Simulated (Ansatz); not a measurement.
Where the default PAW files enter, the runs use the earlier of Ansatz's two default sets.

Consider the following.

```yaml
crystal:
  lattice:
    - [2.51783, 0.00000, 0.00000]
    - [0.00000, 2.51783, 0.00000]
    - [1.25892, -1.25892, 1.78038]
  atoms:
    - { symbol: C, position: [0.50000, 0.50000, 0.00000] }
    - { symbol: C, position: [0.25000, 0.25000, 0.50000] }
```

Space group of this cell: Fd-3m, diamond. The cell is taken as given.

The current runs along the normal of the first two printed vectors, the (001) plane. All runs by Ansatz (a first-principles code), plane waves and PAW, without spin-orbit coupling; the base is r2SCAN.

```json
[
 {"run": "base", "mean pressure (GPa)": "-0.2", "gap (eV)": "4.36", "mid-gap κ (1/Å)": "0.302"},
 {"run": "all lengths scaled by 0.98", "mean pressure (GPa)": "30.2", "gap (eV)": "4.52", "mid-gap κ (1/Å)": "0.301"},
 {"run": "all lengths scaled by 1.02", "mean pressure (GPa)": "-24.1", "gap (eV)": "[?]", "mid-gap κ (1/Å)": "0.302"},
 {"run": "lda in place of r2scan", "mean pressure (GPa)": "-11.1", "gap (eV)": "[?]", "mid-gap κ (1/Å)": "[?]"},
 {"run": "lengths across the current scaled by 0.98, ions clamped", "mean pressure (GPa)": "19.4", "gap (eV)": "4.18", "mid-gap κ (1/Å)": "0.290"},
 {"run": "lengths across the current scaled by 1.02, ions clamped", "mean pressure (GPa)": "-16.7", "gap (eV)": "3.75", "mid-gap κ (1/Å)": "0.312"},
 {"run": "lengths along the current scaled by 0.97, ions clamped", "mean pressure (GPa)": "14.3", "gap (eV)": "[?]", "mid-gap κ (1/Å)": "[?]"},
 {"run": "lengths along the current scaled by 1.03, ions clamped", "mean pressure (GPa)": "-12.7", "gap (eV)": "3.90", "mid-gap κ (1/Å)": "0.285"},
 {"run": "pbesol in place of r2scan", "mean pressure (GPa)": "-2.7", "gap (eV)": "4.02", "mid-gap κ (1/Å)": "0.299"}
]
```

What belongs in the gaps?


- all lengths scaled by 1.02, gap (eV): 4.23
- lda in place of r2scan, gap (eV): 4.12
- lda in place of r2scan, mid-gap κ (1/Å): 0.303
- lengths along the current scaled by 0.97, ions clamped, gap (eV): 3.61
- lengths along the current scaled by 0.97, ions clamped, mid-gap κ (1/Å): 0.316
